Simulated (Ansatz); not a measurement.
Consider BeS in the zinc blende structure (space group F-43m, No. 216; a = 4.876 Å).

Modification: a negative pressure, −1 GPa.

Levels (all Ansatz, a program for electronic structure, PAW): PBE (420 eV, no SOC); r2SCAN (500 eV, scalar-relativistic without spin-orbit coupling); HSE06 (420 eV, without spin-orbit coupling); PBE+SOC (420 eV, with spin-orbit coupling).

One geometry, relaxed with PBE, under each level:

Notes on the quantities. hole mass: degenerate bands, along [100].

The valence-band top lists the three highest levels at Γ (Kramers pairs under SOC), from the VBM.

```json
[
 {"level": "PBE", "band gap": "3.17 eV", "lowest conduction level above the VBM at special points": "X 3.17 eV; K 4.39 eV; U 4.39 eV; L 5.37 eV", "valence-band top at Γ": "0.00, 0.00, 0.00 eV", "electron mass": "0.84 mₑ along k, 0.29 mₑ across (at X)", "hole mass": "0.33, 0.58, 0.58 mₑ (at Γ)", "pressure": "-0.99 GPa"},
 {"level": "r2SCAN", "band gap": "3.62 eV", "lowest conduction level above the VBM at special points": "X 3.62 eV; K 4.87 eV; U 4.87 eV; L 5.98 eV", "valence-band top at Γ": "–", "electron mass": "0.79 mₑ along k, 0.29 mₑ across (at X)", "hole mass": "0.34, 0.58, 0.58 mₑ (at Γ)", "pressure": "-1.47 GPa"},
 {"level": "HSE06", "band gap": "…", "lowest conduction level above the VBM at special points": "…", "valence-band top at Γ": "–", "electron mass": "–", "hole mass": "–", "pressure": "–"},
 {"level": "PBE+SOC", "band gap": "3.14 eV", "lowest conduction level above the VBM at special points": "X 3.14 eV; K 4.35 eV; U 4.35 eV; L 5.34 eV", "valence-band top at Γ": "0.00, 0.00, -0.10 eV", "electron mass": "0.84 mₑ along k, 0.29 mₑ across (at X)", "hole mass": "0.39, 0.58 mₑ (at Γ)", "pressure": "-0.99 GPa"}
]
```

Task: Give the withheld HSE06 results.

Result: 
- HSE06, band gap: 4.12 eV
- HSE06, lowest conduction level above the VBM at special points: X 4.12 eV; K 5.41 eV; U 5.41 eV; Γ 6.83 eV

Single points use the geometry relaxed with PBE. Their cutoffs differ, which shifts pressures a little. HSE06 was sampled on its mesh, a few special points and the semilocal edge points, so its gap is an upper bound. Differences between runs with and without spin-orbit coupling are approximate. Load acts through the strain it causes; cell and atoms are relaxed under it. Masses are band curvatures over ±0.01 Å⁻¹ around the edge. Along k means along the line from Γ to the band edge. Whether these cells are dynamically stable was not tested.
